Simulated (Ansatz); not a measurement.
Base system: Ta in the bcc (W type) structure (space group Im-3m, No. 229; a = 3.306 Å; relaxed with 0.1 eV smearing). Axes: x, y, z lie along the cube axes.

Method: Kohn–Sham DFT with the r2SCAN functional, run in Ansatz (a program for electronic structure) with PAW and 500 eV plane waves, no SOC, earlier PAW set.

Base values:

- Pressure = 0.0 GPa

Modification: strain tensor (xx, yy, zz, yz, xz, xy) = (+1.33, +0.40, −0.26, +0.06, +0.35, +0.63) %; the atoms relax in the strained cell.

Question: Estimate the effect on the energy relative to the base.

Answer: The energy increases by 4.0 meV/atom.

Question: What happens to the pressure?

Answer: The pressure (mean of the normal stresses, compression positive) goes from zero to -2.8 GPa.

Stability against distortions was not tested. The final runs are not spin-polarised.
